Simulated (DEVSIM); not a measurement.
DEVSIM, 1D drift-diffusion, Boltzmann statistics, complete ionisation; no tunnelling, impact ionisation, image-force lowering or self-heating. Band offsets follow the typed affinities; no thermionic-emission limit at abrupt steps, no polarisation charge.

Structure: isotype n-n heterojunction GaP/Si, at 300 K.

| layer (left to right) | material | thickness (μm) | Nd (cm⁻³) | τn (s) | τp (s) |
|---|---|---|---|---|---|
| 1 | GaP | 0.470 | 4.8e16 | 3.8e-7 | 3.8e-7 |
| 2 | Si | 0.120 | 4.9e15 | 3.8e-7 | 3.8e-7 |

Left contact: ohmic. Right contact: ohmic. Voltage is applied to the left contact. Recombination: SRH at mid-gap, Auger. Mobility is constant in doping. Where it depends on doping, it is μmin + (μ − μmin)/(1 + (N/Nref)^α).

The device is made up for the run: typed textbook-type constants, with dimensions and the other settings drawn at random. Values at 300 K. The table also holds parameters that only a changed run uses.

```tsv
parameter	GaP	Si
gap (eV)	2.26	1.124
affinity (eV)	3.8	4.05
permittivity	11.1	11.7
Nc (cm⁻³)	1.8e19	2.86e19
Nv (cm⁻³)	1.9e19	3.1e19
μn (cm²/Vs)	250	1417
μp (cm²/Vs)	150	470
μn,min	10	52
μp,min	10	45
Nref,n	4.4e18	9.7e16
Nref,p	1e18	2.2e17
αn	0.8	0.68
αp	0.85	0.72
Cn (cm⁶/s)	1e-30	2.8e-31
Cp (cm⁶/s)	1e-30	9.9e-32
```

One input was changed, with this effect: potential step across the device at zero bias 0.321 → 0.408 V.

Problem. Which change was it?
(A) Auger recombination switched off
(B) doping-dependent mobility in place of the constant one
(C) minority lifetime in layer 2 3.8e-07 → 1.1e-08 s
(D) doping Nd of layer 1 4.8e+16 → 1.4e+18 cm^-3
(E) thickness of layer 1 0.47 → 0.16 μm

Solution. D, doping Nd of layer 1 4.8e+16 → 1.4e+18 cm^-3
